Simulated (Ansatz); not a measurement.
Ansatz (an electronic-structure program) run on CaPb₃ (P4mm, 4 atoms in the cell): relaxation of the atoms.

Level of theory: LDA (PW92), default PAW files made with PBE (plane waves; Ansatz).

The change in words: one atom moved by 0.15 angstrom; relax: default → atoms; relax.f_tol: default → 0.05 eV/Å. Reference geometry:
```xyz
4
Lattice="4.9028 0.0000 0.0000 0.0000 4.9028 0.0000 0.0000 0.0000 4.9028" Properties=species:S:1:pos:R:3 pbc="T T T"
Ca     0.0000     0.0000     0.0000
Pb     0.0000     2.4514     2.4514
Pb     2.4514     0.0000     2.4514
Pb     2.4514     2.4514     0.0000
```

Reference input (self-consistent single point, DFT, LDA (PW92), plane waves, default PAW files made with PBE): basis.ecutwfc = 420 eV; kpoints.mp_grid.grid = 7 7 7; hamiltonian.xc = lda; hamiltonian.pseudopotentials = {kind: paw} (the program's default PAW files); scf.occupations.method = gaussian; scf.occupations.width = 0.1 eV. This run's input differs from it in these lines:

```diff
@@ -6,3 +6,3 @@
   atoms:
-    - { symbol: Ca, position: [0.000000, 0.000000, 0.000000] }
+    - { symbol: Ca, position: [0.000000, 0.000000, 0.030595] }
     - { symbol: Pb, position: [0.000000, 0.500000, 0.500000] }
@@ -23,2 +23,4 @@
     width: 0.1
+relax:
+  f_tol: 0.05
 output:
```

The program printed (abridged):

```
   [... SCF lines of the steps left out ...]
relax step   1: F+E_penalty+E_count = -36581.13631555 eV  Δ(F+E_penalty+E_count) = +0.000e0 eV  max|allowed force component| = 3.895e-1 eV/Å  Δτ_max = 0.0000 Å  (6 SCF iters, dr2 threshold 6.25e-5 eV, accepted)
relax step   2: F+E_penalty+E_count = -36581.16508979 eV  Δ(F+E_penalty+E_count) = -2.877e-2 eV  max|allowed force component| = 4.374e-2 eV/Å  Δτ_max = 0.0911 Å  (5 SCF iters, dr2 threshold 9.48e-6 eV, accepted)
relax step   3: F+E_penalty+E_count = -36581.16508981 eV  Δ(F+E_penalty+E_count) = -2.553e-8 eV  max|allowed force component| = 4.367e-2 eV/Å  Δτ_max = 0.0000 Å  (3 SCF iters, accepted)
the relaxation is at rest under the 8 symmetry operations that the run kept from its start: a minimum is not shown …
Stability not checked: this state was not tested for a lower state beside it, because too few of the mixer's solves of this state at the end of the SCF gave a …
Free energy (F): -36581.165090 eV
Internal energy: -36581.153430 eV  (E = F + TS)
E sigma→0 (E₀):  -36581.159260 eV
Entropy (-TS):   -0.011660 eV (-2.915 meV/atom)
Fermi energy:    10.129286 eV
--- Forces (eV/Å), atoms counted from 1 ---
  atom   1  Ca     0.00000000     0.00000000    -0.04370148
   [... lines left out ...]
  F+E_penalty+E_count = -36581.16508981 eV   max|allowed force component| = 4.367e-2 eV/Å
  atoms:
    - { symbol: Ca, position: [-1.5344730527195438e-35, 0.0, 0.012015608792924562] }
    - { symbol: Pb, position: [-1.5344730527195438e-35, 0.5, 0.5079610147851189] }
    - { symbol: Pb, position: [0.5, 0.0, 0.5079610147851189] }
    - { symbol: Pb, position: [0.5, 0.5, 0.002657361636837478] }
```

The run converged.  The full log also holds: “iter 5 did not close the SCF: its close was put off for the readings that it lacked (scf_convergence_deferred on its scf_iter line)”.

Summary of the result:
* **Free energy E − TS (on the zero of these files)**: -36581.1651 eV
* **Fermi level (on the code's own zero)**: 10.13 eV
* **Pressure**: -2.64 GPa
* **Largest force (vector length)**: 0.044 eV/Å
* **Relaxation steps**: 3

The starting cell comes from a database of computed structures (which also holds hypothetical and non-ambient phases and stackings), without a prior relaxation at this level. Its lattice was rescaled by up to half a per cent. For this run, on top of that: one atom moved by 0.15 angstrom. The relaxation keeps the symmetry of its start, so its end need not be a minimum. Ansatz's pressure includes its estimate of the finite-basis (Pulay) stress.

Cost on one core of a shared machine: roughly 30 s.

Keys are those of Ansatz 0.2.
